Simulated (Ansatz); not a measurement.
Gap of a (8,0) MgO nanotube at several levels, all on one geometry.

Levels: PBE (plane waves to 420 eV, PAW; Ansatz, a program for electronic structure); r2SCAN (plane waves to 500 eV, PAW; Ansatz); HSE06 in Ansatz. Unmarked values and the geometry are of the first. Mesh 1×1×6. No spin polarisation. It repeats along c; a and b span vacuum. A hypothetical model, rolled from the flat sheet. It keeps the symmetry and period of its start, so it need not be a minimum against all distortions. On relaxing, bonds broke or formed, so the name tells the start alone. HSE06 ran on a 1×1×4 mesh and at PBE's edge points.

```csv
level,gap (eV)
PBE,3.16
r2SCAN,(withheld)
HSE06,4.53
```

Problem. Fill in the missing entries.

Solution. 
- r2SCAN, gap (eV): 3.71
